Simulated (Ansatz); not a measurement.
GaN (I4mm, No. 107, 2 atoms in the cell; start mp-2646978; a measured phase of this formula has another space group) was calculated with LDA (Ansatz, a program for electronic structure, plane waves, PAW).

Run with plane-wave cutoff 520 eV, 16×16×16 k mesh, Fermi–Dirac smearing 0.01 eV, scalar-relativistic PAW data made under PBE.

Cell (relaxed at this level):

```xyz
2
Lattice="-1.4142 1.4142 2.4442 1.4142 -1.4142 2.4442 1.4142 1.4142 -2.4442" Properties=species:S:1:pos:R:3 pbc="T T T"
Ga     0.0000     0.0000     3.6968
N      0.0000     0.0000     1.7537
```

**Question.** Estimate the band gap and bulk modulus that the calculation returns.

**Answer.** 
band gap: 0.15 eV (on the SCF k mesh)
bulk modulus: 202 GPa

Note: the relaxation could not lower the start's symmetry, so the cell can be a saddle point above a distorted one; the bulk modulus is −V dP/dV from two relaxed cells at ±2 % in volume.

Spin–orbit coupling is not included.

A start named mp-… is a Materials Project structure, which need not be a measured phase.
